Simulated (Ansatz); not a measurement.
**Effect of tensor shear ε_xy = +0.86 % on KCl**

Start from KCl in the rock salt structure (space group Fm-3m, No. 225; a = 6.2427 Å). Axes: x, y, z lie along the cube axes.

It is then changed as follows: a pure shear with ε_xy = ε_yx = 0.0086, atoms relaxed at fixed cell.

Method: Ansatz (a quantum-chemistry and plane-wave program), PBEsol, PAW, cutoff 420 eV, spin-orbit coupling left out. k-mesh 9×9×9 (Γ-centred); smearing 0.05 eV (Fermi–Dirac).

```csv
quantity,base,changed,shift
volume per atom,30.41 Å³,30.41 Å³,0.00 Å³
shortest interatomic distance,3.121 Å,3.121 Å,0.000 Å
energy relative to the base (free energy F),0 meV/atom,+0.2 meV/atom,+0.2 meV/atom
"pressure (mean of the normal stresses, compression positive)",0.1 kbar,0.1 kbar,0.0 kbar
band gap,5.10 eV,5.09 eV,-0.018 eV
gap character,direct at Γ,direct at Γ,–
electron mass,0.43 mₑ (at Γ),0.43 mₑ (at Γ),–
"valence-band top at Γ (three highest levels, from the VBM)","0.00, 0.00, 0.00 eV","0.00, -0.02, -0.03 eV",–
"valley order (the lowest conduction-band minima on the path, energy above the VBM, named in the base's zone)",Γ 5.10 eV; X along ⟨100⟩ 6.37 eV,Γ 5.09 eV; X along [001] 6.35 eV; X along [100] 6.35 eV,–
"stress (xx, yy, zz, yz, xz, xy; compression positive)",–,"(0.01, 0.01, 0.01, 0.00, 0.00, -0.11) GPa",–
```

Final structure:

```
CELL_PARAMETERS angstrom
      0.02684     3.12135     3.12135
      3.12135     0.02684     3.12135
      3.14819     3.14819     0.00000
ATOMIC_POSITIONS crystal
  K  0.00000 0.00000 0.00000
  Cl 0.50000 0.50000 0.50000
```

The cells carry an imposed strain or load. Effective masses come from finite differences of ±0.01 Å⁻¹. Stability against distortions was not tested. k-point labels follow each cell's own Brillouin zone.
